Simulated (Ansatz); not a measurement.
**L1₂ (Cu3Au-type) Ni₃Si**

The numbers are results of r²SCAN (plane waves, PAW; Ansatz, a quantum-chemistry and plane-wave program), not measurements.

Run with plane-wave cutoff 500 eV, 12×12×12 k mesh, Fermi–Dirac smearing 0.05 eV, no spin polarisation, scalar-relativistic PAW data made under PBE.

Cell: relaxed at this level.

```yaml
volume_per_atom: 10.40 Å³/atom
equilibrium_lattice_constant_a: 3.465 Å
```

Measured, for comparison: equilibrium volume per atom 10.81 Å³/atom, lattice constant a 3.510 Å (temperature not stated, no zero-point or thermal correction; as tabulated in Metallic Nickel Silicides: Experiments and Theory for NiSi and First Principles …). Computed (rounded) less measured: equilibrium volume per atom -3.8 %, lattice constant a -1.3 %. A static lattice is as a rule a little smaller and stiffer than an uncorrected measurement, which narrows the difference in the lattice constant a and would widen misses of the other sign.

Computing time: about 50 core-seconds (a rough figure).
